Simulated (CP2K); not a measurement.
Input and output of a self-consistent single point for TaNbAl₆ (P4/mmm, 8 atoms in the cell) (CP2K).

Method: LDA (Pade form), GPW, DZVP-MOLOPT-PBE-GTH basis, GTH-PBE potentials (POTENTIAL_UZH) run with CP2K.

```
TaNbAl6
1.0
    3.91003     0.00000     0.00000
    0.00000     3.91003     0.00000
    0.00000     0.00000     8.70543
Ta Al Nb
1 6 1
Direct
  0.50000   0.50000   0.50000
  0.50000   0.50000   0.00000
  0.00000   0.00000   0.50000
  0.00000   0.50000   0.25110
  0.00000   0.50000   0.74890
  0.50000   0.00000   0.25110
  0.50000   0.00000   0.74890
  0.00000   0.00000   0.00000
```

Reference input (self-consistent single point, DFT PBEsol, GPW, DZVP-MOLOPT-PBE-GTH basis, GTH-PBE potentials (POTENTIAL_UZH)): CUTOFF = 500 Ry; REL_CUTOFF = 50 Ry; SMEAR/METHOD = FERMI_DIRAC; ELECTRONIC_TEMPERATURE = 580.23 K; KPOINTS/SCHEME = MONKHORST-PACK 7 7 3; XC_FUNCTIONAL = PBE:PBESOL; Ta/BASIS_SET = DZVP-MOLOPT-PBE-GTH-q13; Ta/POTENTIAL = GTH-PBE-q13; Al/BASIS_SET = DZVP-MOLOPT-PBE-GTH-q3; Al/POTENTIAL = GTH-PBE-q3; Nb/BASIS_SET = DZVP-MOLOPT-PBE-GTH-q13; Nb/POTENTIAL = GTH-PBE-q13. This run's input differs from it in these lines:

```diff
@@ -42,6 +42,3 @@
     &XC
-      &XC_FUNCTIONAL
-        &PBE
-          PARAMETRIZATION PBESOL
-        &END PBE
+      &XC_FUNCTIONAL PADE
       &END XC_FUNCTIONAL
```

Output (repeated stretches shortened):

```
 SCF WAVEFUNCTION OPTIMIZATION

  Step     Update method      Time    Convergence         Total energy    Change
     1 NoMix/Diag. 0.20E+00      -     1.52992042      -128.5504016818 -1.29E+02
     2 Broy./Diag. 0.20E+00      -     0.22635380      -129.7585567297 -1.21E+00
     3 Broy./Diag. 0.20E+00      -     0.02877214      -128.6486560632  1.11E+00
     4 Broy./Diag. 0.20E+00      -     0.04400466      -127.6734667740  9.75E-01
     5 Broy./Diag. 0.20E+00      -     0.02500227      -127.0692402951  6.04E-01
     6 Broy./Diag. 0.20E+00      -     0.00126679      -127.1170784865 -4.78E-02
   [... 5 lines left out ...]
    12 Broy./Diag. 0.20E+00      -     0.00002662      -127.1267620294 -3.22E-04
    13 Broy./Diag. 0.20E+00      -     0.00002901      -127.1266060421  1.56E-04
    14 Broy./Diag. 0.20E+00      -     0.00000245      -127.1266560204 -5.00E-05
    15 Broy./Diag. 0.20E+00      -     0.00000032      -127.1266473357  8.68E-06
  *** SCF run converged in    15 steps ***

  Overlap energy of the core charge distribution:               0.00000000000643
  Self energy of the core charge distribution:               -223.69119562632773
  Core Hamiltonian energy:                                     48.89778898991700
  Hartree energy:                                              66.00989709248931
  Exchange-correlation energy:                                -18.34279686732167
  Electronic entropic energy:                                  -0.00034092498471
  Fermi energy:                                                 0.32977655713776

  Total energy:                                              -127.12664733574385
  Total energy (extrapolated to T->0):                       -127.12647687325149

                     Mulliken Population Analysis

   [... lines left out ...]

 STRESS| Analytical stress tensor [bar]
 STRESS|                        x                   y                   z
 STRESS|      x       -6.70750206237E+04   2.16562336733E-04   1.93713037319E-04
 STRESS|      y        2.16562336733E-04  -6.70752196331E+04   1.93723913280E-04
 STRESS|      z        1.93713037319E-04   1.93723913280E-04  -5.85073589309E+04
 STRESS| 1/3 Trace                                            -6.42191997292E+04
```

The run converged in 15 iterations. Against the reference run the pressure goes from -5.96 to -6.42 GPa and the largest force hardly changes (0.006 to 0.005 eV/Å).

The starting cell comes from a database of computed structures (which also holds hypothetical and non-ambient phases and stackings), without a prior relaxation at this level. Its lattice was rescaled by a random factor within 2.5 % of one. Spin polarisation is off. Values carry the incompleteness of an atom-centred basis. The potentials were made for another functional than the one used. With a pressure of about -6 GPa the cell is away from its equilibrium volume at this level.

Cost on one core of a shared machine: roughly 60 s.
